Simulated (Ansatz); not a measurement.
# Effect of pressure −1 GPa on CsSnI3

Take CsSnI3 in the cubic perovskite structure (space group Pm-3m, No. 221; a = 6.225 Å) as the base.

The change: a negative pressure, −1 GPa.

The values are results of DFT with r2SCAN, PAW potentials and a 500 eV plane-wave cutoff in Ansatz (an electronic-structure program), spin-orbit coupling left out, earlier PAW set, not measurements. k-mesh 6×6×6 (Γ-centred); smearing 0.05 eV (Fermi–Dirac).

Volume per atom: 51.56 Å³ (base 48.25 Å³)
Density: 4.07 g/cm³ (base 4.35 g/cm³)
Lattice parameter a: 6.364 Å (base 6.225 Å)
Enthalpy H = E + PV relative to the base's energy: -0.31 eV/atom
Band gap: 0.76 eV (base 0.46 eV)
Gap character: direct at R (base direct at R)
Mean gap deformation potential ΔEg/Δln V: +4.5 eV
Width of the top valence band: 2.01 eV (base 2.44 eV)
Electron mass (degenerate bands, along [100]): 0.048, 0.85, 0.85 mₑ (at R) (base 0.032, 0.78, 0.78 mₑ (at R))
Hole mass: 0.073 mₑ (at R) (base 0.042 mₑ (at R))

Final structure:

```yaml
crystal:
  lattice:
    - [6.36444, 0.00000, 0.00000]
    - [0.00000, 6.36444, 0.00000]
    - [0.00000, 0.00000, 6.36444]
  atoms:
    - { symbol: Cs, position: [0.00000, 0.00000, 0.00000] }
    - { symbol: Sn, position: [0.50000, 0.50000, 0.50000] }
    - { symbol: I, position: [0.00000, 0.50000, 0.50000] }
    - { symbol: I, position: [0.50000, 0.50000, 0.00000] }
    - { symbol: I, position: [0.50000, 0.00000, 0.50000] }
```

Spin-orbit coupling, missing from the scalar runs, can matter with I. Load acts through the strain it causes; cell and atoms are relaxed under it. Masses are band curvatures over ±0.01 Å⁻¹ around the edge. No phonon test of stability was made. Many cubic perovskites are stable only at high temperature; tilts and polar distortions were not tested.
